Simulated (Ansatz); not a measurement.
The starting structures come from a database of crystals and need not be the phases stable at ambient conditions.

By PBEsol, the system below comes out a metal.

Without scattering a metal conducts by its projected Fermi surface.

Given:

```
AlTi3C
1.0
    4.25334     0.00000     0.00000
    0.00000     4.25334     0.00000
    0.00000     0.00000     4.16994
Ti Al C
3 1 1
Cartesian
  2.12667   2.12667   0.00000
  0.00000   2.12667   2.08497
  2.12667   0.00000   2.08497
  0.00000   0.00000   0.00000
  2.12667   2.12667   2.08497
```

Space group of this cell: P4/mmm. The cell is strained (lengths across the current scaled by 1.02, ions clamped); by PBEsol its mean pressure is -8.7 GPa.

The current flows along the normal of the first two printed cell vectors, the (001) (indices of the unstrained crystal) plane of the conventional cell. No spin-orbit coupling; the value is a mean over 0.1 eV about the Fermi level.

Q: Predict the ballistic conductance per area from PBEsol in Ansatz (a program for electronic structure).

A: 0.45 × 10¹⁵ S/m² for both spins.
